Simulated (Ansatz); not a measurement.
The parent structure is BP in the zinc blende structure (space group F-43m, No. 216; a = 4.537 Å).

Structures relaxed with DFT with r2SCAN, PAW potentials and a 500 eV plane-wave cutoff in Ansatz (a program for electronic structure), scalar-relativistic without spin-orbit coupling.

Base:

Simulated powder pattern, Mo Kα, λ = 0.71073 Å (kinematic, ideal powder, no thermal factors, no anomalous dispersion; the 10 strongest lines at most, above 2 %, up to 2θ = 40°):

```
2θ (°)  I/Imax (%)    hkl
------  ----------  -----
15.60          100  (111)
18.03           26  (200)
25.60           49  (220)
30.12           42  (311)
31.49          7.0  (222)
36.52          8.1  (400)
39.93           17  (331)
```

Now apply this change: an isotropic linear strain of +1.50 %, atoms relaxed at fixed cell.

Question: How do the reflections move or split?

Answer: 
Simulated powder pattern, Mo Kα, λ = 0.71073 Å (kinematic, ideal powder, no thermal factors, no anomalous dispersion; the 10 strongest lines at most, above 2 %, up to 2θ = 40°):

| 2θ (°) | I/Imax (%) | hkl |
|---|---|---|
| 15.36 | 100 | (111) |
| 17.76 | 25 | (200) |
| 25.22 | 49 | (220) |
| 29.66 | 42 | (311) |
| 31.01 | 7.0 | (222) |
| 35.96 | 8.2 | (400) |
| 39.32 | 17 | (331) |

The indices refer to the base's conventional cell; one index is shown for lines that coincide.

No phonon test of stability was made.
